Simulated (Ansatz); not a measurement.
Take C in the diamond structure (space group Fd-3m, No. 227; a = 3.532 Å) as the base. Axes: x, y, z lie along the cube axes.

All numbers come from LDA in Ansatz (plane waves to 420 eV, PAW, no SOC).

Strains are applied to the cell and any free atomic positions relax; under biaxial strain the out-of-plane vector relaxes too.

One change was made to it. Results:

```csv
quantity,base,after
"pressure (mean of the normal stresses, compression positive)",0.00 GPa,27.08 GPa
smallest direct gap,5.62 eV,5.41 eV
```

Q: Which of these changes matches the shifts?
(A) biaxial strain +0.50 %, plane normal [001], relaxed out of plane
(B) biaxial strain −1.50 %, plane normal [001], relaxed out of plane
(C) biaxial strain −1.00 %, plane normal [001], relaxed out of plane
(D) biaxial strain −3.00 %, plane normal [001], relaxed out of plane
(E) biaxial strain +1.50 %, plane normal [001], relaxed out of plane

A: D, biaxial strain −3.00 %, plane normal [001], relaxed out of plane. For comparison, the pressure in the other runs: biaxial strain +1.50 %, plane normal [001], relaxed out of plane gives -11.49 GPa; biaxial strain +0.50 %, plane normal [001], relaxed out of plane gives -3.98 GPa; biaxial strain −1.50 %, plane normal [001], relaxed out of plane gives 12.81 GPa; biaxial strain −1.00 %, plane normal [001], relaxed out of plane gives 8.39 GPa.

Stability against distortions was not tested.

Ansatz is an electronic-structure program.
